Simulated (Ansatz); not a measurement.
# Electron-phonon data for LuSb (Fm-3m)

Here is the system:

```yaml
crystal:
  lattice:
    - [0.00000, 2.99735, 2.99735]
    - [2.99735, 0.00000, 2.99735]
    - [2.99735, 2.99735, 0.00000]
  atoms:
    - { symbol: Lu, position: [0.00000, 0.00000, 0.00000] }
    - { symbol: Sb, position: [0.50000, 0.50000, 0.50000] }
```

Calculation: PBEsol, DFPT electron-phonon coupling, linearised Boltzmann equation (plane waves, PAW, scalar-relativistic; Ansatz, a program for electronic structure). How the cell was made: relaxed with this functional, without spin-orbit coupling.

* **resistivity at 300 K**: 16.9 μΩ·cm
* **resistivity at 77 K**: 2.7 μΩ·cm
* **electron mean free path at 300 K (weighted by the current that each state carries)**: 28 nm
* **electron-phonon coupling λ**: 0.119
* **transport coupling λ_tr**: 0.128
* **logarithmic mean phonon energy**: 12.8 meV
* **density of states at the Fermi level**: 0.149 states/(eV·spin·cell)

A metal at this level (no band gap). Only scattering by harmonic phonons is included (no impurities, grain boundaries, electron-electron scattering or thermal expansion). Spin-orbit coupling is left out, which matters with elements this heavy. Halving the electron mesh (24x24x24) moves the resistivity by up to 11 % at 300 K, the mean free path by up to 6 %, the coupling by up to 5 %. Smearing 0.20 eV; phonons on a 4x4x4 q mesh, which this run doesn't test and which matters most at low temperature.

Computed structure with no diffraction record at hand here (it may be known, metastable or hypothetical): LuSb (Fm-3m).
